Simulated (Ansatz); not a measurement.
We look at the formation energy of SiC (2H, wurtzite, P6₃mc) from the elements. Reaction: C (graphite) + Si (diamond) → SiC (2H, wurtzite). The sign is products less reactants. The value is per atom of the solid.

SiC (2H, wurtzite, P6₃mc), 4 atoms in the cell, k-point mesh 12×12×8 on the run's own vectors.
Space group P6₃mc (No. 186); a = 3.0702 Å, b = 3.0702 Å, c = 5.0379 Å, α = 90.00°, β = 90.00°, γ = 120.00°

```json
[
 {"atom": "Si", "site": "2b", "symmetry": "3m.", "x": "0.3333", "y": "0.6667", "z": "0.4996"},
 {"atom": "C", "site": "2b", "symmetry": "3m.", "x": "0.6667", "y": "0.3333", "z": "0.3754"}
]
```

C (graphite, P6₃/mmc), 4 atoms in the cell, k-point mesh 18×18×6 on the run's own vectors. Conventional cell: a = b = 2.465 Å, c = 6.741 Å, α = β = 90.00°, γ = 120.00°.

Si (diamond, Fd-3m), 2 atoms in the cell, k-point mesh 10×10×10 on the run's own vectors. Conventional cell: a = b = c = 5.421 Å, α = β = γ = 90.00°.

Computed with Ansatz (plane waves, PAW), its PAW set soft_1, cutoff 420 eV, 500 eV for r2SCAN. The structures are at rest with PBE+D3(BJ); other levels are single points on them. HSE06 runs on coarser k-point meshes, mended by the PBE difference between the two meshes. Some cells are metallic or hold partly filled levels, where a hybrid on a coarse mesh is less sure. Neutral cells; Fermi-Dirac smearing of at most 0.05 eV in the solids, energies taken to zero width. The lattices are those relaxed with PBE+D3(BJ), so at other levels the solids can be strained, which adds to the spread. A dispersion term (D3(BJ), or D4 for r2SCAN) was computed beside these levels and is taken off wherever the name lacks it. Nuclei at rest; no vibrational terms.

Question: What value does r2SCAN+D4 give?

Answer: -0.32 eV/atom, for C (graphite) + Si (diamond) → SiC (2H, wurtzite).

Question: What do the other levels give, and how wide is the spread?

Answer: 
```
Level       value (eV/atom)  less r2SCAN+D4
----------  ---------------  --------------
PBE+D3(BJ)            -0.27            0.05
r2SCAN                -0.30            0.02
HSE06                 -0.28            0.04
```

The levels shown span 0.05 eV/atom, from r2SCAN+D4 (-0.32) to PBE+D3(BJ) (-0.27).

Ansatz is a first-principles code.
